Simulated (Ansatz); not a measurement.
Levels about the gap of amorphous In₉Ga₉Zn₉O₄₁Ta₂ (70 atoms in a cell of 870 Å³, 6.24 g/cm³; zone centre alone, so wide bands show as single levels with stretches between that a denser mesh fills), at the geometry that PBE relaxed, where it gives 0.2 GPa on a denser mesh. Exact exchange is cut at the faces of this small cell, which leaves a finite-size error. The participation number counts the atoms over which a state spreads; weights are charges in smoothed Voronoi cells. The levels come from a single point, so bond lengths are those of that geometry. Method of the levels: HSE06, scalar-relativistic without spin-orbit coupling (Ansatz, a quantum-chemistry and plane-wave program). Sampling: the zone centre alone; Fermi-Dirac width 0.02 eV; no spin polarisation. At PBE the levels at the filled edge of the gap are localised (band-tail or defect states).

It comes from a melt-quench run on a machine-learned potential (CHGNet), relaxed afterwards by DFT. O atoms were pushed apart under 1.9 Å during the dynamics, to hinder bonds among them. The hot cell started wider than the set density and was brought back towards it in steps. It is the lowest in DFT energy of 2 quenches. It is a model cell: composition and starting density were chosen by hand, and all elements were melted together. No dispersion term was used. Its density started from a set value of 6.12 and ended at 6.24 g/cm³. The simulated quench (nominally 210 K/ps over its main leg) is rapid and tends to freeze in more defects than a deposited or slowly cooled glass has. One small periodic cell is one sample of the glass; other quenches scatter about these values. Volume and shape were free in the relaxation. On a 2×2×2 Γ-centred mesh force components of up to 0.22 eV/Å stay, since the relaxation ran on the zone centre alone.

```tsv
E - E(highest filled), eV	filling	participation number	largest on	weight O	weight Ta	weight In	weight Zn
-0.53	filled	15.6	O, 4 neighbours	0.89	0.00	0.03	0.07
-0.51	filled	11.0	O, 4 neighbours	0.91	0.00	0.04	0.04
-0.47	filled	19.9	O, 4 neighbours	0.88	0.00	0.02	0.07
-0.38	filled	21.5	O, 3 neighbours	0.89	0.00	0.02	0.08
-0.37	filled	18.9	O, 3 neighbours	0.90	0.00	0.02	0.07
-0.24	filled	15.0	O, 4 neighbours	0.91	0.00	0.03	0.05
0.00	filled	8.4	O, 4 neighbours	0.90	0.00	0.02	0.06
2.59	empty	59.5	In, 4 neighbours	0.51	0.01	0.22	0.14
4.89	empty	19.2	In, 5 neighbours	0.50	0.11	0.29	0.06
4.98	empty	7.8	Ta, 7 neighbours	0.40	0.36	0.15	0.03
5.16	empty	17.5	Ta, 7 neighbours	0.44	0.26	0.17	0.10
5.38	empty	11.3	Ta, 6 neighbours	0.39	0.40	0.10	0.05
5.43	empty	16.5	Ta, 6 neighbours	0.45	0.29	0.14	0.08
5.46	empty	10.4	Ta, 6 neighbours	0.40	0.41	0.11	0.04
```

Most localised among these is the empty level at +4.98 eV, on a Ta atom, which has 7 neighbours (O 2.02 Å, O 2.02 Å, O 2.04 Å, O 2.04 Å, O 2.06 Å, O 2.19 Å, O 2.25 Å).
